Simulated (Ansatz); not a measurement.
# SiO2 under a change: uniaxial strain ε_zz = +1.50 %

Base system: SiO2 (space group P3_221, No. 154; a = 4.866 Å, c = 5.365 Å). Axes: x lies along a and z along c of the hexagonal cell.

Perturbation: the cell is stretched by 1.50 % along z with no lateral relaxation; the atoms relax in the strained cell.

All numbers come from Ansatz (a program for electronic structure) LDA, no spin-orbit coupling. Γ-centred 8×8×6 mesh, Fermi–Dirac width 0.05 eV.

- Volume per atom = 12.41 Å³ (base 12.22 Å³)
- Shortest interatomic distance = 1.609 Å (base 1.608 Å)
- Energy relative to the base (free energy F) = +0.8 meV/atom
- Pressure (mean of the normal stresses, compression positive) = -0.57 GPa (base 0.00 GPa)
- Band gap = 5.78 eV (base 5.83 eV)
- Gap character = indirect, K → Γ (base indirect, K → Γ)
- Smallest direct gap = 6.08 eV (base 6.12 eV)
- Electron mass = 0.51 mₑ along x, 0.51 mₑ along y, 0.48 mₑ along z (at Γ) (base 0.50 mₑ (at Γ))
- Largest internal atomic displacement = 0.030 Å
- Stress (xx, yy, zz, yz, xz, xy; compression positive) = (-0.13, -0.13, -1.45, 0.00, 0.00, 0.00) GPa

Final structure:

```xyz
9
Lattice="4.8658 0.0000 0.0000 -2.4329 4.2139 0.0000 0.0000 0.0000 5.4457" Properties=species:S:1:pos:R:3 pbc="T T T"
Si    -1.1370     1.9694     1.8152
Si     1.2959     2.2445     0.0000
Si     2.2741     0.0000     3.6305
O      0.3233     1.7359     1.1824
O      0.7680     3.6260     4.8129
O      3.2009     0.5880     2.4481
O      2.7562     2.4781     0.6328
O      1.3417     1.1479     4.2633
O     -1.0913     3.0661     2.9976
```

Cost of the whole job for the changed cell (relaxation, final SCF and bands): very roughly 50 core-seconds.

Masses are band curvatures over ±0.01 Å⁻¹ around the edge. Stability against distortions was not tested.
